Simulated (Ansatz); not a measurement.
# GaP, response to strain

Take GaP in the zinc blende structure (space group F-43m, No. 216; a = 5.391 Å) as the base. Axes: x, y, z lie along the cube axes.

Strains are applied to the cell and any free atomic positions relax; under biaxial strain the out-of-plane vector relaxes too.

Level of theory: LDA (Ansatz, a first-principles code), no SOC.

| biaxial strain, plane normal [111], relaxed out of plane (%) | out-of-plane strain (%) |
|---|---|
| -2.08 | 1.00 |
| -1.67 | 0.80 |
| -1.25 | 0.59 |
| -0.83 | 0.39 |
| -0.42 | ? |
| 0 | 0.00 |

### Question
Fit ε⊥ = −νε + γε² (strains in %) to the rows shown and predict the withheld row.

### Answer
Least squares on the printed values gives ν = 0.46 (the biaxial Poisson response) and γ = 0.009 (largest residual 0.00 %); this predicts 0.20 %, and the run gives 0.19 %, in agreement.

Stability against distortions was not tested.
